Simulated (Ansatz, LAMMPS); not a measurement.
# Si well of 13 atomic layers along [001] in random Si0.7Ge0.3, interfaces graded over 4 layers

Cell 16.67 × 16.67 × 54.98 Å, Si588Ge132, 720 atoms. Prepared with LAMMPS with Tersoff's 1989 multicomponent potential (SiCGe.tersoff): minimisation. 

All values below come from PBE, support functions at accuracy medium on the grid of 370 eV (norm-conserving potentials; Ansatz, a quantum-chemistry and plane-wave program).

Basis: localised support functions (accuracy medium) on a full density matrix. k-points: zone centre alone; occupations: Fermi-Dirac, 0.010 eV; spin polarisation not allowed. Scalar-relativistic, no spin-orbit coupling.

| Item | Result |
|---|---|
| Kohn-Sham gap of the cell on its k-mesh | 0.39 eV |
| weight of the highest filled level on the well | 0.27 |
| weight of the lowest empty level on the well | 0.92 |
| coordination (neighbours within 2.857 Å) | 100.0 % 4-fold |
| Ge-Ge bonds, mean ± spread | 2.467 ± 0.008 Å |
| Ge-Si bonds, mean ± spread | 2.424 ± 0.007 Å |
| Si-Si bonds, mean ± spread | 2.383 ± 0.006 Å |
| bond angles, mean ± spread | 109.5° ± 1.1° |
| pressure | -0.96 GPa |
| cost of the final run | roughly 60 core-minutes, 14 SCF iterations, 15 GiB |
